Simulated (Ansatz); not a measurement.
Consider the following.

End structure of CH3 on the 1x1 (110) surface of bcc Ta, one in a 2x2 cell, started at the site 'bridge Ta-Ta (span 3.3 Å)':

```yaml
crystal:
  lattice:
    - [5.74873, 0.00000, 0.00000]
    - [-1.91624, 5.41995, 0.00000]
    - [0.00000, 0.00000, 26.50000]
  atoms:
    - { symbol: Ta, position: [0.25000, 0.25000, 0.37115] }
    - { symbol: Ta, position: [0.25000, 0.75000, 0.37115] }
    - { symbol: Ta, position: [0.75000, 0.25000, 0.37115] }
    - { symbol: Ta, position: [0.75000, 0.75000, 0.37115] }
    - { symbol: Ta, position: [0.00000, 0.00000, 0.45545] }
    - { symbol: Ta, position: [0.00000, 0.50000, 0.45545] }
    - { symbol: Ta, position: [0.50000, 0.00000, 0.45545] }
    - { symbol: Ta, position: [0.50000, 0.50000, 0.45545] }
    - { symbol: Ta, position: [0.24987, 0.25007, 0.54565] }
    - { symbol: Ta, position: [0.24923, 0.75000, 0.54423] }
    - { symbol: Ta, position: [0.74993, 0.25070, 0.54424] }
    - { symbol: Ta, position: [0.74969, 0.75024, 0.54409] }
    - { symbol: Ta, position: [0.99994, 0.00051, 0.63171] }
    - { symbol: Ta, position: [0.99564, 0.50433, 0.62995] }
    - { symbol: Ta, position: [0.50376, 0.99618, 0.62667] }
    - { symbol: Ta, position: [0.49944, 0.49990, 0.63167] }
    - { symbol: C, position: [0.17732, 0.32304, 0.69515] }
    - { symbol: H, position: [0.36594, 0.39688, 0.71263] }
    - { symbol: H, position: [0.07161, 0.42928, 0.71438] }
    - { symbol: H, position: [0.10312, 0.13437, 0.71260] }
```

Set-up: 20 atoms, 6.8 Å thick at the start under the adsorbate (thin: gaps and levels are the slab's own); mesh 5x5x1; 0.1 eV smearing; dipole correction on; single point; no symmetry held, on the structure that PBE left; no spin, no spin-orbit, no U, no dispersion correction. At the end it is bonded to 3 Ta. In PBE it is, or lies within 0.03 eV of, the lowest of the starts that converged; the order may differ at this level.

A negative adsorption energy means that the adsorbate is more stable on the surface than in its reference.

Question: Predict the change of the work function from r2SCAN, at the PBE geometry in Ansatz (a first-principles code).

Answer: -1.09 eV

Question: Give the adsorption energy against CH4(g) − ½ H2(g) at the same level at the level r2SCAN, at the PBE geometry.

Answer: -0.30 eV

Question: Give the work function of the top face at the level r2SCAN, at the PBE geometry.

Answer: 3.78 eV

Question: Predict the change of the step from the bottom to the top vacuum level, against the clean slab from r2SCAN, at the PBE geometry.

Answer: -1.08 eV
